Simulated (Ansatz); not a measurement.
Carrier properties of BN under load (space group P6_3mc)

Data:

```
BN
1.0
    2.64314     0.00000     0.00000
   -1.32157     2.28903     0.00000
    0.00000     0.00000     4.18413
B N
2 2
Cartesian
  0.00000   1.52602   0.00004
  1.32157   0.76301   2.09211
  0.00000   1.52602   1.56900
  1.32157   0.76301   3.66107
```

The numbers are results of r2SCAN, rigid bands (plane waves, PAW, scalar-relativistic; Ansatz, an electronic-structure program), not measurements. Condition of this run: biaxial stress in the c plane of -36 GPa (compression positive) (the target of the relaxation). Geometry: cell and atoms relaxed with PBEsol, then loaded as said.

The band gap is 5.99 eV. The electron conductivity mass (300 K, dilute) is 0.54 (x), 0.54 (y), 0.30 (z) mₑ, the hole conductivity mass (300 K, dilute) comes out as 0.96 (x), 0.96 (y), 1.16 (z) mₑ and the effective density of states N_c (300 K) is 1.5e19 cm⁻³. The effective density of states N_v (300 K) is 5.2e19 cm⁻³. The density-of-states mass, electrons is 0.70 mₑ and the density-of-states mass, holes is 1.63 mₑ. The Seebeck coefficient, n-type 1e19 cm⁻³, 300 K comes out as -253 μV/K and the best n-type power factor at 300 K for τ = 10 fs (best axis; densities from 1e16 to 1e21 cm⁻³ tried, whether or not they can be reached) is 8.0 μW/(cm·K²) at 3e19 cm⁻³. The Seebeck coefficient, p-type 1e19 cm⁻³, 300 K is 356 μV/K.

Rigid bands; masses and Seebeck coefficients take one relaxation time τ for all states and one kind of carrier; polarons and phonon drag are left out. Spin-orbit coupling is left out. Geometry: cell and atoms relaxed with PBEsol.
